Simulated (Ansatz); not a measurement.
Base system: Ge (space group P4_32_12, No. 96).

```
CELL_PARAMETERS angstrom
      5.92896     0.00000     0.00000
      0.00000     5.92896     0.00000
      0.00000     0.00000     6.95422
ATOMIC_POSITIONS crystal
  Ge 0.08837 0.08837 0.00000
  Ge 0.41163 0.58837 0.75000
  Ge 0.91163 0.91163 0.50000
  Ge 0.58837 0.41163 0.25000
  Ge 0.17187 0.36905 0.25768
  Ge 0.13095 0.67187 0.00768
  Ge 0.82813 0.63095 0.75768
  Ge 0.86905 0.32813 0.50768
  Ge 0.67187 0.13095 0.99232
  Ge 0.63095 0.82813 0.24232
  Ge 0.32813 0.86905 0.49232
  Ge 0.36905 0.17187 0.74232
```

Cartesian axes are those of the cell as printed.

All numbers come from PBEsol (Ansatz, a program for electronic structure, PAW, no spin-orbit coupling).

Before the change:

The pressure is 0.0 kbar and the shortest interatomic distance is 4.692 bohr.

The change: compressive biaxial strain of 0.92 % in the plane normal to [001], as in epitaxy on a mismatched substrate; the out-of-plane cell vector and the atoms relax.

Predict the new out-of-plane strain, pressure and shortest interatomic distance.

The out-of-plane strain amounts to +0.64 %; the pressure (mean of the normal stresses, compression positive) goes from zero to 10.0 kbar; the shortest interatomic distance decreases by 0.0284 bohr to 4.663 bohr.

No phonon test of stability was made. This is not the structure that Ge has at room temperature and ambient pressure.
